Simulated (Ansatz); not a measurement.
We consider L1₂ (Cu3Au-type) Ni3Si, described by HSE06 in Ansatz (plane waves, PAW).

Output (set-up and result lines):

```
WARN output.stress: scf.exx.energy_threshold = 1e-6 eV is looser than the 4e-8 eV advised for a stress under a hybrid functional (1e-8 eV for each atom of the …
Crystal: 4 atoms, lattice volume = 41.474 Å³
Basis set: ecut = 460 eV, 925 PW (Γ), exchange–correlation on 50×50×50 points (8 copies of the dense FFT grid, shifted against one another)
Bands: 35, of which v1, the nominal top of the filled ones, is band 29 counted from 1 (28 counted from 0)
Symmetry: 48 space group operations
Space group: Pm-3m (ITA 221), of the structure as read, at distance tolerance 3.5e-5 Å
k-points: 35 of 512
SCF iter   1: F=—  HF=-18156.768623 eV  |F-HF|=—  |Δ(HF+E_count)|=         —  Δρ=3.65e-3  dr2=4.00e-3
SCF iter   2: F=—  HF=-18156.768031 eV  |F-HF|=—  |Δ(HF+E_count)|=   5.92e-4  Δρ=2.07e-3  dr2=2.02e-3
  ...
SCF 1 converged in 9 iterations: F = -18156.767586 eV  dr2 = 3.22e-11
Crystal: 4 atoms, lattice volume = 41.474 Å³
Initial density: handed on by an earlier stage of this run
Crystal: 4 atoms, lattice volume = 41.474 Å³
SCF 3 converged in 9 iterations: F = -18150.898462 eV  dr2 = 1.94e-11
Crystal: 4 atoms, lattice volume = 41.474 Å³
SCF iter   3: F=—  HF=-18150.898462 eV  |F-HF|=—  |Δ(HF+E_count)|=  4.66e-10  Δρ=1.57e-6  dr2=4.99e-10
SCF iter   4: F=-18150.898462 eV  HF=-18150.898462 eV  |F-HF|=6.55e-11  |Δ(HF+E_count)|=  2.73e-10  Δρ=4.28e-7  dr2=5.93e-11
SCF 4 converged in 4 iterations: F = -18150.898462 eV  dr2 = 5.93e-11
Free energy (F): -18150.898462 eV
Internal energy: -18150.889363 eV  (E = F + TS)
E sigma→0 (E₀):  -18150.893913 eV
Fermi energy:    17.648344 eV
--- Forces (eV/Å), atoms counted from 1 ---
  atom   1  Si    -0.00000000     0.00000000    -0.00000000
  atom   2  Ni     0.00000000     0.00000000     0.00000000
  atom   3  Ni     0.00000000    -0.00000000    -0.00000000
  atom   4  Ni     0.00000000    -0.00000000     0.00000000
--- Stress (GPa, compression-positive) ---
       -0.038434       0.000000       0.000000
       -0.000000      -0.038434       0.000000
       -0.000000       0.000000      -0.038434
  P = ⅓ Tr σ = -0.0384 GPa (-0.384 kbar)
```

### Question
Write an input file that produces this run.

### Answer
One answer among several that fit: 
Ansatz 0.2 input:
```yaml
crystal:
  lattice:
    - [3.4614551849, 0.0, 0.0]
    - [0.0, 3.4614551849, 0.0]
    - [0.0, 0.0, 3.4614551849]
  atoms:
    - { symbol: Si, position: [0.0, 0.0, 0.0] }
    - { symbol: Ni, position: [0.0, 0.5, 0.5] }
    - { symbol: Ni, position: [0.5, 0.0, 0.5] }
    - { symbol: Ni, position: [0.5, 0.5, 0.0] }
basis:
  ecutwfc: 460
  ecutrho_ratio: 4
  xc_grid: 2
kpoints:
  mp_grid: { grid: [8, 8, 8] }
hamiltonian:
  xc: hse06
  dispersion: none
  pseudopotentials: { kind: paw }
scf:
  occupations: { method: fermi_dirac, width: 0.05 }
  convergence: { dr2_threshold: 0.0000000004 }
output:
  forces: true
  stress: true
  eigenvalues: true
```

The PAW data were made under PBE.

Note: the run has no spin polarisation, so it can have missed a magnetic state.

The result took very roughly 4 core-minutes.

Ansatz is a first-principles code.
